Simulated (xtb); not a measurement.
xtb 6.7.1, GFN2-xTB: CB(C)N(C)[SiH3], 18 atoms. The geometry is a generated start, not checked to be a minimum at this level.

```yaml
run_flags: --grad
method: GFN2-xTB
"--acc": 1 (default)
"--etemp (K)": 300 (default)
basis_functions: 42
valence_electrons: 36
```

```xyz
18

Si    -1.7782    -0.2194    -1.2829
N     -0.6533     0.0691     0.0211
C     -1.3183     0.3600     1.2870
B      0.7532    -0.0187    -0.0040
C      1.5444    -0.2466    -1.3622
C      1.5884     0.1164     1.3442
H     -2.4266     1.0600    -1.6065
H     -2.7870    -1.1647    -0.7852
H     -1.1028    -0.7919    -2.4386
H     -0.7800     1.1342     1.8317
H     -2.3355     0.7094     1.1163
H     -1.3659    -0.5336     1.9152
H      2.5469     0.1770    -1.3194
H      1.0481     0.1737    -2.2325
H      1.6693    -1.3140    -1.5490
H      1.1715    -0.4756     2.1576
H      1.6004     1.1505     1.6886
H      2.6256    -0.1856     1.2185
```

One run each on 1 thread. Values of broydamp tried: 0.02, 0.05, 0.1, 0.2, 0.4 (default), 0.6, 0.8, 1.

**Question.** Which value of broydamp needs the fewest SCC iterations, and what happens away from it?

**Answer.** Fewest SCC iterations, within one of each other: 0.4 (default) with 13, 0.6 with 12, 0.8 with 13. The count rises to 22 at 0.02. All converge to one solution.

```json
[
 {"broydamp": "0.02", "SCC iterations": "22", "end": "same solution"},
 {"broydamp": "0.05", "SCC iterations": "20", "end": "same solution"},
 {"broydamp": "0.1", "SCC iterations": "17", "end": "same solution"},
 {"broydamp": "0.2", "SCC iterations": "15", "end": "same solution"},
 {"broydamp": "0.4 (default)", "SCC iterations": "13", "end": "same solution"},
 {"broydamp": "0.6", "SCC iterations": "12", "end": "same solution"},
 {"broydamp": "0.8", "SCC iterations": "13", "end": "same solution"},
 {"broydamp": "1", "SCC iterations": "14", "end": "same solution"}
]
```
